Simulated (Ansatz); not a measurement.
GaP under load (space group F-43m), r2SCAN with spin-orbit coupling, rigid bands (Ansatz, a first-principles code). Condition of this run: hydrostatic pressure of -2.8 GPa (compression positive) (the target of the relaxation). Band gap 1.86 eV, N_c = 3.86e19 cm⁻³ and N_v = 2.36e19 cm⁻³ at 300 K, conductivity masses of 0.328 mₑ (electrons) and 0.493 mₑ (holes). Take k_BT = 0.02585 eV.

Task: What thermal injection velocity √(2k_BT/πm) limits a ballistic channel?

Result: 9.39e6 cm/s for electrons and 7.66e6 cm/s for holes, a ratio of √(m_h/m_e) = 1.23, for dilute carriers.

Task: A film of it is 3 nm thick. Estimate the confinement energies in an infinite well.

Result: ħ²π²/(2m t²) = 0.376 eV·nm²/(m/mₑ × t²) gives 127 meV for electrons and 84.7 meV for holes, so the gap would widen to about 2.07 eV. Finite barriers and nonparabolic bands lower this, and with several valleys or bands the heaviest mass along the normal sets the lowest level, not this average.

Task: What built-in voltage has an abrupt junction with N_A = 1e17 and N_D = 1e18 cm⁻³, all dopants ionised?

Result: V_bi = E_g/e − (k_BT/e) ln(N_c N_v/(N_A N_D)) = 1.86 − 0.02585 × 9.12 = 1.62 V, for the computed gap.

Rigid bands with the computed gap; masses take one relaxation time for all states. Geometry: cell and atoms relaxed with PBEsol.
